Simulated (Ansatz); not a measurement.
**Convergence study of the k-point mesh for ZrCuSiP (P4mm, 8 atoms in the cell)**

```
ZrCuSiP
1.0
    3.57551     0.00000     0.00000
    0.00000     3.57551     0.00000
    0.00000     0.00000     9.47875
Zr Si Cu P
2 2 2 2
Direct
  0.00000   0.50000   0.77665
  0.50000   0.00000   0.22862
  0.50000   0.50000   0.00000
  0.00000   0.00000   0.00000
  0.50000   0.50000   0.50000
  0.00000   0.00000   0.50000
  0.00000   0.50000   0.32819
  0.50000   0.00000   0.67181
```

Level of theory: PBEsol, default PAW files made with PBE (plane waves; Ansatz, an electronic-structure program).

Base settings: basis.ecutwfc = 30.9 Ry; kpoints.mp_grid.grid = 9 9 4; hamiltonian.xc = pbesol; hamiltonian.pseudopotentials = {kind: paw} (the program's default PAW files); scf.occupations.method = gaussian; scf.occupations.width = 0.0073 Ry.

The second cell is the first with its lattice scaled by 0.98.

Only quantities that move along the ladder and can be compared are tabulated.

The count of work is k-points × plane waves × bands × iterations; it is no time. Core times come from one kind of shared machine, to one figure; runs under 30 s give none.

The starting cell comes from a database of computed structures (which also holds hypothetical and non-ambient phases and stackings), without a prior relaxation at this level. Its lattice was rescaled by up to half a per cent. One atom was moved a little off its site on purpose. Spin polarisation is off. Ansatz's pressure includes its estimate of the finite-basis (Pulay) stress.

Steps (kpoints.mp_grid.grid): 2 2 1; 3 3 1; 3 3 2; 5 5 2; 7 7 3; 9 9 4; 10 10 4; 12 12 5; 15 15 6; 18 18 7.

What is the coarsest kpoints.mp_grid.grid that holds the energy of the compressed cell less the first within 2 meV/atom of the last step, with all finer ones?

3 3 1, at 0.014 of the last step's count of work; the step before is off by 2.1 meV/atom.

What is the coarsest kpoints.mp_grid.grid that holds the pressure within 0.1 GPa of the last step, with all finer ones?

7 7 3, at 0.080 of the last step's count of work; the step before is off by 0.12 GPa.

What is the coarsest kpoints.mp_grid.grid that holds the forces within 0.02 eV/Å of the last step, with all finer ones?

9 9 4, at 0.20 of the last step's count of work; the step before is off by 0.027 eV/Å.

```tsv
kpoints.mp_grid.grid	free energy less the last step's (meV/atom)	energy of the compressed cell less the first (meV/atom)	pressure (GPa)	largest difference of a force vector from the last step's (eV/Å)	count of work / last	core time / last (rough)
2 2 1	174.77	11.96	-2.51	0.530	0.014	–
3 3 1	-14.58	10.12	-2.91	0.252	0.014	–
3 3 2	12.94	11.59	-2.67	0.196	0.024	–
5 5 2	4.34	10.54	-2.80	0.093	0.048	–
7 7 3	0.29	9.76	-2.93	0.027	0.080	–
9 9 4	0.07	9.84	-2.91	0.004	0.20	–
10 10 4	0.18	9.75	-2.92	0.006	0.29	0.3
12 12 5	-0.05	9.90	-2.90	0.009	0.38	0.4
15 15 6	-0.05	9.83	-2.92	0.006	0.65	0.7
18 18 7	0.00	9.82	-2.92	0.000	1.0	1
```

The energy difference between the two cells stays within 1 meV/atom of the last step's from 5 5 2 on, the total only from 7 7 3 on: much of the error is common to both cells and cancels.

Keys are those of Ansatz 0.2.
